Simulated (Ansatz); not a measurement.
The complex C on the N site + O on the N site in metastable zinc-blende AlN (the N site; N 3.11 Å away) and its isolated parts, with the Fermi level 1.70 eV above the valence-band maximum, each in its stable bound charge state.

Method: PBE, PAW (plane waves to 420 eV; Ansatz, a quantum-chemistry and plane-wave program). Cell and caveats: 64-site cell; 2×2×2 shifted k-points; host gap 3.31 eV; charged states image-corrected; not converged in cell size; flagged in the runs: for some of the defects a doubtful potential alignment, a strain field that reaches the edge of the cell.

| defect | charge | E_f, elements as references (eV) |
|---|---|---|
| C on the N site | −1 | 4.16 |
| O on the N site (broken-bond start) | +1 | -2.55 |
| C on the N site + O on the N site | 0 | 1.03 |

Binding energy, the parts less the complex: 4.16 + -2.55 − (1.03) = 0.58 eV, bound.
